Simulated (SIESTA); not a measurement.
## Worked example: self-consistent single point of Hf6CoBi2 (P-62m, 9 atoms in the cell) in SIESTA

Computed with LDA PW92, numerical atomic orbitals TZP, PseudoDojo LDA standard norm-conserving potentials (rewritten from UPF to PSML) (SIESTA).

Input:

```
# files in the folder: Hf.psml Co.psml Bi.psml (PseudoDojo LDA standard)
SystemName  Hf6CoBi2
SystemLabel siesta

NumberOfAtoms                9
NumberOfSpecies              3
%block ChemicalSpeciesLabel
  1 72 Hf
  2 27 Co
  3 83 Bi
%endblock ChemicalSpeciesLabel
LatticeConstant              1.0 Bohr
%block LatticeVectors
    14.744701471    0.000000000    0.000000000
    -7.372350735   12.769285715    0.000000000
     0.000000000    0.000000000    6.829829262
%endblock LatticeVectors
AtomicCoordinatesFormat      Ang
%block AtomicCoordinatesAndAtomicSpecies
     4.770797286    0.000000000    1.807095000  1
     1.515881357    2.625583460    1.807095000  1
    -2.385398643    4.131631540    1.807095000  1
     1.821039478    0.000000000    0.000000000  1
     2.990760261    5.180148591    0.000000000  1
    -0.910519739    1.577066409    0.000000000  1
     0.000000000    0.000000000    1.807095000  2
    -0.000003901    4.504812252    0.000000000  3
     3.901283901    2.252402748    0.000000000  3
%endblock AtomicCoordinatesAndAtomicSpecies

XC.functional                LDA
XC.authors                   PW92
PAO.BasisSize                TZP
PAO.EnergyShift              0.005 Ry
MeshCutoff                   350 Ry
%block kgrid.MonkhorstPack
    3   0   0  0.0
    0   3   0  0.0
    0   0   6  0.0
%endblock kgrid.MonkhorstPack
OccupationFunction           FD
ElectronicTemperature        50.0 meV

MaxSCFIterations             150
SCF.Mixer.Method             Pulay
SCF.Mixer.Weight             0.2
SCF.Mixer.History            6
SCF.DM.Tolerance             1.0E-04
Diag.ParallelOverK           true
WriteForces                  true
```

Log, with long lists cut:

```
reinit: Reading from file input.fdf

reinit: System Name: Hf6CoBi2
reinit: System Label: siesta

coor:   Atomic-coordinates input format  =     Cartesian coordinates
coor:                                          (in Angstroms)

siesta: Atomic coordinates (Bohr) and species
siesta:      9.01550   0.00000   3.41491  1        1
siesta:      2.86460   4.96163   3.41491  1        2
siesta:     -4.50775   7.80765   3.41491  1        3
siesta:      3.44127   0.00000   0.00000  1        4
siesta:      5.65172   9.78906   0.00000  1        5
siesta:     -1.72063   2.98022   0.00000  1        6
siesta:      0.00000   0.00000   3.41491  2        7
siesta:     -0.00001   8.51286   0.00000  3        8
siesta:      7.37236   4.25642   0.00000  3        9

siesta: System type = bulk

initatomlists: Number of atoms, orbitals, and projectors:      9   219   274

siesta: ******************** Simulation parameters ****************************
redata: Spin configuration                          = none
redata: Time-Reversal Symmetry                      = T
redata: Number of Atomic Species                    =        3
redata: Mesh Cutoff                                 =   350.0000 Ry
redata: Net charge of the system                    =     0.0000 |e|
redata: Min. number of SCF Iter                     =        0
redata: Max. number of SCF Iter                     =      150
redata: SCF convergence failure will abort job
redata: SCF mix quantity                            = Hamiltonian
redata: Mix DM or H after convergence               =   F
redata: Recompute H after scf cycle                 =   F
redata: Mix DM in first SCF step                    =   T
redata: No kicks to SCF
redata: DM Mixing Weight for Kicks                  =     0.5000
redata: Require Harris convergence for SCF          =   F
redata: Harris energy tolerance for SCF             =     0.000100 eV
redata: Require DM convergence for SCF              =   T
   [... lines left out ...]
diag: Parallel distribution                         =     1 x     1
diag: Used triangular part                          = Lower
diag: Absolute tolerance                            =  0.100E-15
diag: Orthogonalization factor                      =  0.100E-05
diag: Memory factor                                 =  1.0000

superc: Internal auxiliary supercell:     5 x     5 x     5  =     125
superc: Number of atoms, orbitals, and projectors:   1125  27375  34250

                        Single-point calculation

superc: Internal auxiliary supercell:     5 x     5 x     5  =     125
superc: Number of atoms, orbitals, and projectors:   1125  27375  34250

outcell: Unit cell vectors (Ang):
        7.802560    0.000000    0.000000
       -3.901280    6.757215    0.000000
        0.000000    0.000000    3.614190

outcell: Cell vector modules (Ang)   :    7.802560    7.802560    3.614190
outcell: Cell angles (23,13,12) (deg):     90.0000     90.0000    120.0000
outcell: Cell volume (Ang**3)        :    190.5530
new_DM -- step:     1
Initializing Density Matrix...

Attempting to read DM from file... Failed...
DM filled with atomic data:

InitMesh: MESH = 80 x 80 x 48 = 307200
InitMesh: Mesh cutoff (required, used) =   350.000   387.388 Ry

stepf: Fermi-Dirac step function
        iscf     Eharris(eV)        E_KS(eV)     FreeEng(eV)     dDmax    Ef(eV) dHmax(eV)
   scf:    1   -17771.367990   -17813.109402   -17813.145025  1.640945 -3.927806  6.237878
   scf:    2   -17804.943521   -17813.394599   -17813.435876  0.474465 -3.810164 15.510075
   scf:    3   -17813.481897   -17816.914965   -17816.947510  0.215676 -4.041690  4.368833
   scf:    4   -17818.243530   -17818.031768   -17818.068971  0.124336 -4.074619  2.228176
   scf:    5   -17818.717784   -17818.454789   -17818.495380  0.130197 -4.271045  1.075016
   scf:    6   -17818.270251   -17818.434321   -17818.473604  0.041287 -4.302918  1.663928
   [... 3 lines left out ...]
   scf:   10   -17818.489073   -17818.489120   -17818.529332  0.000714 -4.296378  0.007858
   scf:   11   -17818.489120   -17818.489120   -17818.529335  0.000435 -4.296694  0.001703
   scf:   12   -17818.489120   -17818.489120   -17818.529335  0.000070 -4.296779  0.001599
   scf:   13   -17818.489122   -17818.489121   -17818.529335  0.000109 -4.296901  0.001039
   scf:   14   -17818.489123   -17818.489122   -17818.529335  0.000063 -4.297006  0.000416
SCF Convergence by DM+H criterion
max |DM_out - DM_in|         :     0.0000626994
max |H_out - H_in|      (eV) :     0.0004164333
SCF cycle converged after 14 iterations

Using DM_out to compute the final energy and forces

siesta: E_KS(eV) =           -17818.4891

siesta: E_KS - E_eggbox =    -17818.4891

siesta: Atomic forces (eV/Ang):
     1    0.272840   -0.000008   -0.000000
     2   -0.136412   -0.236273    0.000000
     3   -0.136427    0.236282    0.000000
     4   -0.282046    0.000012    0.000000
     5    0.141013    0.244241    0.000000
     6    0.141033   -0.244252    0.000000
     7   -0.000001   -0.000001   -0.000000
     8    0.000029   -0.000017   -0.000000
     9   -0.000030    0.000017   -0.000000
   Tot    0.000000    0.000000   -0.000000
   Max    0.282046
   Res    0.130803    sqrt( Sum f_i^2 / 3N )
   Max    0.282046    constrained

Stress tensor Voigt[x,y,z,yz,xz,xy] (kbar):       68.12       68.12       68.47       -0.00        0.00        0.00
(Free)E + p*V (eV/cell)   -17826.6448
Target enthalpy (eV/cell)   -17818.5293

siesta: Program's energy decomposition (eV):
siesta: Ebs     =     -3497.791234
siesta: Eions   =     21337.119499
siesta: Ena     =      2199.261832
siesta: Ekin    =      6314.881792
siesta: Enl     =      -924.194141
siesta: Eso     =         0.000000
siesta: Edftu   =         0.000000
siesta: DEna    =       141.210989
siesta: DUscf   =         4.198308
siesta: DUext   =         0.000000
siesta: Ex      =     -3856.623234
siesta: Ec      =      -360.105169
siesta: Exc     =     -4216.728403
siesta: Eharris =    -17818.489123
siesta: Etot    =    -17818.489122
siesta: FreeEng =    -17818.529335

siesta: Atomic forces (eV/Ang):
siesta:      1    0.272840   -0.000008   -0.000000
siesta:      2   -0.136412   -0.236273    0.000000
siesta:      3   -0.136427    0.236282    0.000000
siesta:      4   -0.282046    0.000012    0.000000
siesta:      5    0.141013    0.244241    0.000000
siesta:      6    0.141033   -0.244252    0.000000
siesta:      7   -0.000001   -0.000001   -0.000000
siesta:      8    0.000029   -0.000017   -0.000000
siesta:      9   -0.000030    0.000017   -0.000000
siesta: ----------------------------------------
siesta:    Tot    0.000000    0.000000   -0.000000

siesta: Stress tensor (static) (eV/Ang**3):
siesta:     0.042515    0.000000   -0.000000
siesta:     0.000000    0.042515   -0.000000
siesta:     0.000000   -0.000000    0.042736

siesta: Cell volume =        190.553019 Ang**3

siesta: Pressure (static):
siesta:                Solid            Molecule  Units
siesta:          -0.00046385         -0.00051026  Ry/Bohr**3
siesta:          -0.04258876         -0.04684959  eV/Ang**3
siesta:         -68.23471185        -75.06132551  kBar
```

The run converged in 14 iterations.

The starting cell comes from a database of computed structures (which also holds hypothetical and non-ambient phases and stackings), without a prior relaxation at this level. Spin polarisation is off. Values carry the incompleteness of an atom-centred basis. With a pressure of about -7 GPa the cell is away from its equilibrium volume at this level.

Cost on one core of a shared machine: roughly 5 min.
